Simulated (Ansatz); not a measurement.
System: F-vacancy pair (F on one host O site, one O site vacant) in polar orthorhombic HfO2 (charge state +3). Level of theory: PBE, PAW (plane waves to 420 eV; Ansatz, a first-principles code).

96-site cell at the relaxed PBE lattice, the Γ point alone, smearing 0.01 eV, spin-restricted, no finite-size correction. Energies are static. Spin-orbit coupling is left out. The host's phase is taken as given; its stability against other phases was not computed. The charge state is imposed; whether it is stable for some Fermi level was not computed. Forms of the defect that were not tried may lie lower. The start lies 0.18 eV above the lowest site run (PBE).

Barriers: single points on a 2×2×2 k-point mesh shifted by half a step at the bands' geometries.

Relaxed starting cell (atoms counted from 1):

```yaml
crystal:
  lattice:
    - [10.58774, 0.00000, 0.00000]
    - [0.00000, 10.13816, 0.00000]
    - [0.00000, 0.00000, 10.20243]
  atoms:
    - { symbol: Hf, position: [0.26904, 0.34037, 0.14517] }
    - { symbol: Hf, position: [0.26297, 0.36593, 0.62917] }
    - { symbol: Hf, position: [0.26655, 0.86329, 0.12958] }
    - { symbol: Hf, position: [0.26687, 0.86679, 0.62428] }
    - { symbol: Hf, position: [0.76827, 0.36655, 0.12821] }
    - { symbol: Hf, position: [0.76744, 0.36695, 0.62761] }
    - { symbol: Hf, position: [0.76467, 0.87169, 0.12972] }
    - { symbol: Hf, position: [0.76538, 0.86694, 0.63070] }
    - { symbol: Hf, position: [0.48563, 0.36836, 0.38194] }
    - { symbol: Hf, position: [0.48747, 0.35956, 0.86841] }
    - { symbol: Hf, position: [0.48372, 0.86736, 0.37874] }
    - { symbol: Hf, position: [0.48500, 0.86933, 0.87734] }
    - { symbol: Hf, position: [0.98478, 0.36583, 0.37934] }
    - { symbol: Hf, position: [0.98544, 0.36786, 0.87749] }
    - { symbol: Hf, position: [0.98202, 0.86995, 0.38334] }
    - { symbol: Hf, position: [0.98266, 0.86505, 0.88069] }
    - { symbol: Hf, position: [0.23308, 0.12417, 0.38721] }
    - { symbol: Hf, position: [0.23398, 0.13029, 0.87893] }
    - { symbol: Hf, position: [0.23390, 0.63289, 0.37695] }
    - { symbol: Hf, position: [0.24004, 0.64281, 0.85994] }
    - { symbol: Hf, position: [0.73357, 0.13390, 0.37897] }
    - { symbol: Hf, position: [0.73598, 0.13465, 0.87650] }
    - { symbol: Hf, position: [0.73275, 0.63238, 0.38154] }
    - { symbol: Hf, position: [0.73266, 0.63190, 0.87825] }
    - { symbol: Hf, position: [0.01581, 0.13060, 0.12993] }
    - { symbol: Hf, position: [0.01385, 0.13308, 0.63202] }
    - { symbol: Hf, position: [0.99856, 0.63964, 0.13782] }
    - { symbol: Hf, position: [0.01393, 0.63321, 0.62847] }
    - { symbol: Hf, position: [0.52099, 0.12990, 0.12598] }
    - { symbol: Hf, position: [0.51651, 0.13197, 0.62587] }
    - { symbol: Hf, position: [0.52267, 0.64326, 0.13199] }
    - { symbol: Hf, position: [0.51743, 0.63212, 0.62673] }
    - { symbol: F, position: [0.41889, 0.47132, 0.05601] }
    - { symbol: O, position: [0.43040, 0.46615, 0.55635] }
    - { symbol: O, position: [0.43319, 0.96224, 0.05714] }
    - { symbol: O, position: [0.43000, 0.96794, 0.55310] }
    - { symbol: O, position: [0.93928, 0.47038, 0.05202] }
    - { symbol: O, position: [0.93166, 0.46836, 0.55204] }
    - { symbol: O, position: [0.93704, 0.96029, 0.06080] }
    - { symbol: O, position: [0.93183, 0.96594, 0.55949] }
    - { symbol: O, position: [0.32120, 0.46684, 0.29563] }
    - { symbol: O, position: [0.31790, 0.46526, 0.81256] }
    - { symbol: O, position: [0.31511, 0.96215, 0.30648] }
    - { symbol: O, position: [0.31781, 0.96502, 0.80596] }
    - { symbol: O, position: [0.82290, 0.47186, 0.30126] }
    - { symbol: O, position: [0.81989, 0.46702, 0.80483] }
    - { symbol: O, position: [0.81634, 0.96821, 0.30689] }
    - { symbol: O, position: [0.81922, 0.96486, 0.80997] }
    - { symbol: O, position: [0.06567, 0.03198, 0.30848] }
    - { symbol: O, position: [0.06618, 0.03420, 0.81218] }
    - { symbol: O, position: [0.07829, 0.52227, 0.28579] }
    - { symbol: O, position: [0.07472, 0.53252, 0.80573] }
    - { symbol: O, position: [0.56726, 0.03342, 0.30469] }
    - { symbol: O, position: [0.56862, 0.03420, 0.80617] }
    - { symbol: O, position: [0.56813, 0.53332, 0.30531] }
    - { symbol: O, position: [0.56625, 0.53234, 0.80666] }
    - { symbol: O, position: [0.18251, 0.03047, 0.05601] }
    - { symbol: O, position: [0.17951, 0.03208, 0.55994] }
    - { symbol: O, position: [0.18113, 0.53201, 0.55184] }
    - { symbol: O, position: [0.68539, 0.03713, 0.05495] }
    - { symbol: O, position: [0.68213, 0.03347, 0.55691] }
    - { symbol: O, position: [0.67677, 0.53159, 0.05616] }
    - { symbol: O, position: [0.68070, 0.53171, 0.55508] }
    - { symbol: O, position: [0.13787, 0.25785, 0.26039] }
    - { symbol: O, position: [0.13533, 0.26652, 0.75710] }
    - { symbol: O, position: [0.13191, 0.76657, 0.25211] }
    - { symbol: O, position: [0.13425, 0.77420, 0.75022] }
    - { symbol: O, position: [0.63701, 0.26926, 0.25172] }
    - { symbol: O, position: [0.63408, 0.26923, 0.75122] }
    - { symbol: O, position: [0.63383, 0.76827, 0.25282] }
    - { symbol: O, position: [0.63459, 0.76703, 0.75408] }
    - { symbol: O, position: [0.12073, 0.27755, 0.01111] }
    - { symbol: O, position: [0.11274, 0.26784, 0.50747] }
    - { symbol: O, position: [0.11722, 0.73526, 0.00345] }
    - { symbol: O, position: [0.11392, 0.76538, 0.50152] }
    - { symbol: O, position: [0.61509, 0.27180, 0.00150] }
    - { symbol: O, position: [0.61412, 0.26811, 0.50271] }
    - { symbol: O, position: [0.61451, 0.77228, 0.00428] }
    - { symbol: O, position: [0.61389, 0.76871, 0.50344] }
    - { symbol: O, position: [0.37050, 0.23131, 0.00464] }
    - { symbol: O, position: [0.36272, 0.23297, 0.50300] }
    - { symbol: O, position: [0.36312, 0.72179, 0.00305] }
    - { symbol: O, position: [0.36459, 0.73028, 0.50144] }
    - { symbol: O, position: [0.86813, 0.23096, 0.00363] }
    - { symbol: O, position: [0.86420, 0.23220, 0.50302] }
    - { symbol: O, position: [0.85910, 0.73285, 0.00722] }
    - { symbol: O, position: [0.86288, 0.73093, 0.50727] }
    - { symbol: O, position: [0.38649, 0.22641, 0.25413] }
    - { symbol: O, position: [0.38508, 0.22954, 0.75168] }
    - { symbol: O, position: [0.38485, 0.73110, 0.25272] }
    - { symbol: O, position: [0.38472, 0.73281, 0.74953] }
    - { symbol: O, position: [0.88792, 0.23384, 0.25329] }
    - { symbol: O, position: [0.88371, 0.23188, 0.75351] }
    - { symbol: O, position: [0.88039, 0.73497, 0.25947] }
    - { symbol: O, position: [0.88611, 0.72997, 0.75709] }
```
Cell charge +3.

End state 1 differs by these moves (Å; atoms that move under 0.08 Å are left out):

```tsv
atom	element	Δx	Δy	Δz
1	Hf	-0.16	0.07	-0.01
10	Hf	0.04	-0.04	-0.08
20	Hf	-0.01	-0.05	0.08
27	Hf	0.10	-0.01	-0.04
31	Hf	0.04	0.09	0.07
33	F	-2.32	0.52	-0.07
41	O	0.08	0.09	-0.17
51	O	-0.02	0.02	0.09
57	O	0.03	0.06	0.05
62	O	-0.16	-0.05	-0.03
72	O	-0.11	-0.09	-0.01
74	O	0.01	0.22	-0.01
80	O	-0.03	0.28	-0.01
82	O	0.08	-0.05	0.05
90	O	0.03	0.07	0.04
```

Q: Estimate the forward and backward barriers to end state 1 that PBE, PAW returns for this input.

A: forward 0.31 eV, backward 0.48 eV; at the saddle point atom 33 has neighbours Hf at 2.09, Hf at 2.44, Hf at 2.63; O at 2.41, O at 2.59, O at 2.64 Å. The saddle point's order was not checked.
